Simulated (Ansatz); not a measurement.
Start from Mg2Si (space group Fm-3m, No. 225; a = 6.365 Å).

(Cell as relaxed with PBE.)

Levels (all Ansatz, a first-principles code, PAW): PBE (420 eV, without spin-orbit coupling); PBEsol (420 eV, scalar-relativistic without spin-orbit coupling).

Each level relaxes its own structure.

```csv
base,PBE,PBEsol
volume per atom,21.49 Å³,21.10 Å³
lattice parameter a,6.365 Å,6.326 Å
band gap,0.22 eV,0.12 eV
```

It is then changed as follows: every Si is replaced by Ir, then cell and atoms are relaxed.

```
quantity                 PBE  PBEsol
-------------------  -------  ------
lattice parameter a  6.217 Å       ?
band gap                zero       ?
```

### Question
What does PBEsol give?

### Answer

- lattice parameter a, PBEsol: 6.154 Å
- band gap, PBEsol: zero

PBE's lattice parameter a lies 0.063 Å above PBEsol's (1.0 %); the two agree on the band gap. Neither level is exact; PBEsol is the comparison here, not a measurement.

No phonon test of stability was made. As relaxed here, Mg2Ir is a hypothetical phase, not in the database extracts checked. All final runs are without spin polarisation. A zero or small gap of Mg2Si can be the functional's error rather than a property of the material.
